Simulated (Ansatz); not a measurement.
The parent structure is BN in the zinc blende structure (space group F-43m, No. 216; a = 3.625 Å). Axes: x, y, z lie along the cube axes.

Now apply this change: compressive biaxial strain of 0.14 % in the plane normal to [110], as in epitaxy on a mismatched substrate; the out-of-plane cell vector and the atoms relax.

Levels (all Ansatz, an electronic-structure program, PAW): PBE (420 eV, without spin-orbit coupling); HSE06+SOC (420 eV, noncollinear with spin-orbit coupling).

The geometry is relaxed with PBE.

- PBE lowest conduction level above the VBM at special points: X 4.45 eV; T 4.46 eV; F₂ 6.87 eV; Γ 8.78 eV
- PBE valence-band top at Γ: 0.00, 0.00, -0.01 eV

With HSE06+SOC at the same geometry, the lowest conduction level above the VBM at special points goes from X 4.45 eV; T 4.46 eV; F₂ 6.87 eV; Γ 8.78 eV to X 5.76 eV; T 5.77 eV; F₂ 8.31 eV; Γ 10.51 eV; the valence-band top at Γ (three highest Kramers pairs, from the VBM) goes from 0.00, 0.00, -0.01 eV to 0.00, -0.01, -0.03 eV.

Single points use the geometry relaxed with PBE. HSE06 was sampled on its mesh, a few special points and the semilocal edge points, so its gap is an upper bound. The spin-orbit shifts are approximate. The levels and masses belong to the bands next to the band gap. No phonon test of stability was made. k-point labels follow each cell's own Brillouin zone.
